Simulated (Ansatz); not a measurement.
The starting structures come from a database of crystals and need not be the phases stable at ambient conditions.

The decay constant κ of evanescent states in the gap governs leakage through a thin film.

```yaml
crystal:
  lattice:
    - [7.43450, 0.00000, 0.00000]
    - [3.71725, 7.37464, 0.00000]
    - [3.71725, -0.62457, 2.05326]
  atoms:
    - { symbol: Ca, position: [0.00000, 0.00000, 0.00000] }
    - { symbol: Cd, position: [0.02856, 0.63811, 0.63811] }
    - { symbol: Cd, position: [0.97144, 0.36189, 0.36189] }
    - { symbol: P, position: [0.57386, 0.75947, 0.75947] }
    - { symbol: P, position: [0.42614, 0.24053, 0.24053] }
```

Space group of this cell: P-3m1. The cell is taken as given; by PBEsol its mean pressure is -2.3 GPa.

Transport runs along the normal of the first two printed cell vectors, the (111) plane of the conventional cell.

The gap is the functional's own, uncorrected, and κ follows it; spin-orbit coupling is left out. Mid-gap values are interpolated between the computed energies.

Problem. Predict the band gap and the smallest decay constant κ at mid-gap from PBEsol in Ansatz (a quantum-chemistry and plane-wave program).

Solution. Gap 0.75 eV on a 14×14×14 mesh; κ = 0.060 1/Å, at the zone centre.
